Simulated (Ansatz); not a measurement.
**HgTe: response to strain**

The parent structure is HgTe in the zinc blende structure (space group F-43m, No. 216; a = 6.573 Å). Axes: x, y, z lie along the cube axes.

Strains are applied to the cell and any free atomic positions relax.

All numbers come from r2SCAN/PAW in Ansatz (a quantum-chemistry and plane-wave program), scalar-relativistic without spin-orbit coupling.

Notes on the quantities. pressure: mean of the normal stresses, compression positive; energy relative to the base: free energy F.

| variant | pressure | energy relative to the base | volume per atom |
|---|---|---|---|
| base | 0.0 GPa | 0 meV/atom | 35.49 Å³ |
| uniaxial strain ε_zz = +0.50 % | -0.2 GPa | +0.1 meV/atom | 35.67 Å³ |
| uniaxial strain ε_zz = +1.00 % | -0.4 GPa | +0.6 meV/atom | 35.85 Å³ |
| uniaxial strain ε_zz = +1.50 % | -0.6 GPa | +1.2 meV/atom | 36.03 Å³ |
| uniaxial strain ε_zz = +2.00 % | -0.8 GPa | +2.2 meV/atom | 36.20 Å³ |
| uniaxial strain ε_zz = +2.50 % | -0.9 GPa | +3.4 meV/atom | 36.38 Å³ |
| uniaxial strain ε_zz = +3.00 % | -1.1 GPa | +4.9 meV/atom | 36.56 Å³ |

Whether these cells are dynamically stable was not tested. All final runs are without spin polarisation.
